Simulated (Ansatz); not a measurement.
Start from GaP in the zinc blende structure (space group F-43m, No. 216; a = 5.4514 Å). Axes: x, y, z lie along the cube axes.

Method: Ansatz (an electronic-structure program), r2SCAN, PAW, cutoff 500 eV, without spin-orbit coupling.

Before the change:

```
Item                                Result
---------------------  -------------------
Band gap                           1.85 eV
Valence-band top at Γ  0.00, 0.00, 0.00 eV
Pressure                          0.00 GPa
```

Now apply this change: biaxial strain +2.36 %, plane normal [110], relaxed out of plane (Cartesian); in-plane vectors clamped, the third vector and the atoms free.

Q: Predict the new out-of-plane strain, band gap, valence-band top at Γ and pressure.

A: The out-of-plane strain amounts to -1.06 %; the band gap shrinks by 0.255 eV to 1.59 eV; the valence-band top at Γ (three highest levels, from the VBM) changes from 0.00, 0.00, 0.00 eV to 0.00, -0.24, -0.25 eV; the pressure (mean of the normal stresses, compression positive) goes from zero to -2.90 GPa.

A biaxial case was relaxed in a doubled cell and then solved in the primitive one. Whether these cells are dynamically stable was not tested.
